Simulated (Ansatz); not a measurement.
The starting structures come from a database of crystals and need not be the phases stable at ambient conditions.

By PBEsol, the system below comes out a metal.

The ballistic (Sharvin) conductance counts the channels at the Fermi level: G/A = (e²/h) × channels of both spins per area.

```
CELL_PARAMETERS angstrom
      3.61003     0.00000     0.00000
      0.00000     3.61003     0.00000
      0.00000     0.00000     3.61003
ATOMIC_POSITIONS crystal
  Lu 0.50000 0.50000 0.50000
  Hg 0.00000 0.00000 0.00000
```

Space group of this cell: Pm-3m, CsCl type. The cell is taken as given; by PBEsol its mean pressure is -1.4 GPa.

The current flows along the normal of the first two printed cell vectors, the (001) plane of the conventional cell. No spin-orbit coupling; the value is a mean over 0.1 eV about the Fermi level.

Task: Predict the ballistic conductance per area from Ansatz (an electronic-structure program) with PBEsol.

Result: 0.54 × 10¹⁵ S/m² for both spins.
